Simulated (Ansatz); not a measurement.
Consider Ir-vacancy pair (Ir on one host Mo site, one Mo site vacant) in bcc Mo, neutral cell. Level of theory: PBE, PAW (plane waves to 420 eV; Ansatz, an electronic-structure program).

36-site cell at the relaxed PBE lattice, a 2×2×3 k-point mesh shifted by half a step, smearing 0.10 eV, spin-restricted, no finite-size correction. Energies are static. Spin-orbit coupling is left out. Forms of the defect that were not tried may lie lower.

Barriers: single points on a 3×3×5 k-point mesh shifted by half a step at the bands' geometries (they differ from the bands' own by up to 0.07 eV, and are uncertain by about as much).

The step: direct exchange of Ir with the vacancy (Ir-vacancy distance between ideal sites 2.74 Å throughout). Atoms about the jump, Cartesian Å from the middle of the jump, before and after:

```csv
atom,x0,y0,z0,x1,y1,z1
Ir1,-0.78,-0.78,-0.77,0.78,0.78,0.77
Mo2,2.32,-0.77,-0.77,2.35,-0.81,-0.81
Mo3,-0.77,2.32,-0.77,-0.81,2.35,-0.81
Mo4,0.81,-2.35,0.81,0.77,-2.32,0.77
Mo5,-2.35,0.81,0.81,-2.32,0.77,0.77
Mo6,0.81,0.81,-2.39,0.78,0.78,-2.34
Mo7,-0.78,-0.78,2.34,-0.81,-0.81,2.39
Mo8,2.36,-0.79,2.36,2.36,-0.81,2.38
Mo9,0.81,-2.36,-2.38,0.79,-2.36,-2.36
Mo10,-2.36,0.81,-2.38,-2.36,0.79,-2.36
Mo11,-0.79,2.36,2.36,-0.81,2.36,2.38
Mo12,2.36,2.36,-0.80,2.38,2.38,-0.82
Mo13,-2.38,-2.38,0.82,-2.36,-2.36,0.80
```

Problem. Where do these atoms stand at the saddle point, and how high is it?

Solution. 
| atom | x | y | z |
|---|---|---|---|
| Ir1 | 0.00 | 0.00 | -0.01 |
| Mo2 | 2.42 | -0.81 | -0.82 |
| Mo3 | -0.81 | 2.42 | -0.82 |
| Mo4 | 0.81 | -2.42 | 0.80 |
| Mo5 | -2.42 | 0.81 | 0.80 |
| Mo6 | 0.80 | 0.80 | -2.45 |
| Mo7 | -0.81 | -0.80 | 2.43 |
| Mo8 | 2.32 | -0.75 | 2.30 |
| Mo9 | 0.75 | -2.32 | -2.32 |
| Mo10 | -2.32 | 0.75 | -2.32 |
| Mo11 | -0.75 | 2.32 | 2.30 |
| Mo12 | 2.31 | 2.31 | -0.77 |
| Mo13 | -2.32 | -2.32 | 0.74 |
It lies 0.89 eV above the start and 0.89 eV above the end. The saddle point's order was not checked, and it lies on a symmetry element of the cell, where a band can be held.
